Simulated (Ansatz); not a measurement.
CsGeI3 (within 0.1 Å of R3m, No. 160, 5 atoms in the cell; start mp-28377), treated with HSE06 (Ansatz, a program for electronic structure, PAW).

Run with plane-wave cutoff 460 eV, 4×4×4 k mesh, Fermi–Dirac smearing 0.01 eV, scalar-relativistic PAW data made under PBE.

Cell (relaxed with PBEsol):

```
CsGeI3
1.0
    4.18998    -4.12978     0.06704
    4.18998     4.12978     0.06704
   -0.21786     0.00000     5.88080
Cs Ge I
1 1 3
Direct
  0.90911   0.90911   0.59291
  0.38214   0.38214   0.12070
  0.41148   0.41148   0.59272
  0.90980   0.41148   0.09084
  0.41148   0.90980   0.09084
```

Task: What does this level give for the band gap and Γ–Γ gap?

Result: 
- band gap = 0.92 eV
- Γ–Γ gap = 5.58 eV

Note: cell and atoms aren't relaxed at this level (largest force component 0.18 eV/Å, pressure 1.3 GPa).

Spin–orbit coupling is not included; with these elements it can move the gap by several tenths of an eV or more.

Static lattice: no zero-point or thermal effects.

Cost on a shared machine: very roughly 15 core-minutes.

A start named mp-… is a Materials Project structure, which need not be a measured phase.
